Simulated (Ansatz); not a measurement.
# Ta2C: pressure series

Base system: Ta2C (space group P-3m1, No. 164; a = 3.095 Å, c = 4.922 Å).

Cell and atoms are relaxed at each pressure.

Calculations: PBEsol in Ansatz (plane waves to 420 eV, PAW, spin-orbit coupling left out).

Two rows of this table had their results exchanged by mistake.

```tsv
pressure	volume per atom (Å³)	shortest distance (Å)	band gap
pressure −2 GPa	13.71	2.182	zero
pressure −1 GPa	13.66	2.180	zero
pressure 0.3 GPa	13.46	2.172	zero
pressure 0.7 GPa	13.57	2.176	zero
pressure 1.5 GPa	13.53	2.175	zero
pressure 3 GPa	13.59	2.177	zero
pressure 5 GPa	13.37	2.168	zero
pressure 7.5 GPa	13.26	2.163	zero
pressure 10 GPa	13.15	2.158	zero
```

Q: Which two?

A: The rows for pressure 0.3 GPa and pressure 3 GPa: the volume has to fall steadily with pressure, so 13.59 Å³ belongs to pressure 0.3 GPa and 13.46 Å³ to pressure 3 GPa.

Load acts through the strain it causes; cell and atoms are relaxed under it. Stability against distortions was not tested. Competing high-pressure phases were not computed. All final runs are without spin polarisation.

Ansatz is a quantum-chemistry and plane-wave program.
